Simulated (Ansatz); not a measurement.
Defect calculation: Os_Ru in hcp Ru

Method: PBE, PAW (plane waves to 420 eV; Ansatz, an electronic-structure program). Set-up: 48-site cell; 4×4×4 shifted k-points; start: the Ru site; finite-size errors of tenths of an eV; the relaxation kept the symmetry of the starting site; flagged in the runs: a host that isn't quite at rest in this cell.

Neighbours after relaxation, in Å: of the Os atom: Ru 2.66, Ru 2.66, Ru 2.66, Ru 2.66, Ru 2.66, Ru 2.66, Ru 2.72, Ru 2.72 (the shell may go on).

Formation energies E_f are those of the neutral cell. Chemical conditions: host crystal and elements as references (Δμ(Ru) = 0.00 eV, Δμ(Os) = 0.00 eV; Os taken from its element, since no compound that bounds it was computed at this level; only phases computed here count, gases as isolated molecules at 0 K). Reference phases: Os: hcp Os, Ru: hcp Ru.

```tsv
charge	moment (μB)	largest move off a lattice site (Å)	E_f, host crystal and elements as references (eV)
0	not spin-polarised	0.00	-0.04
```

Flagged in the runs: a host that isn't quite at rest in this cell.

All states together cost about 22 core-minutes (a rough figure).
